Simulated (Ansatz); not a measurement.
The starting structures come from a database of crystals and need not be the phases stable at ambient conditions.

 Where the default PAW files enter, the runs use the earlier of Ansatz's two default sets.

Given:

```xyz
8
Lattice="5.2043 0.0000 0.0000 2.6021 5.1323 0.0000 2.6021 1.3193 4.3096" Properties=species:S:1:pos:R:3 pbc="T T T"
In     5.2043     3.2258     2.1548
In     0.0000     0.0000     0.0000
F      3.5241     4.3713     1.7054
F      6.8845     2.0803     2.6043
F      6.1262     3.9868     0.4495
F      4.2824     2.4648     3.8602
F      5.9626     4.8387     3.2322
F      4.4460     1.6129     1.0774
```

Space group of this cell: R-3c. The cell is taken as given.

Transport runs along the normal of the first two printed cell vectors, the (101) plane of the conventional cell.

The gap is the functional's own, uncorrected, and κ follows it; spin-orbit coupling is left out. Mid-gap values are interpolated between the computed energies.

Q: Estimate the band gap and the smallest decay constant κ at mid-gap that r2SCAN run with Ansatz (a first-principles code) returns for this system.

A: Gap 5.09 eV on a 8×8×8 mesh; κ = 0.458 1/Å, at the zone centre.
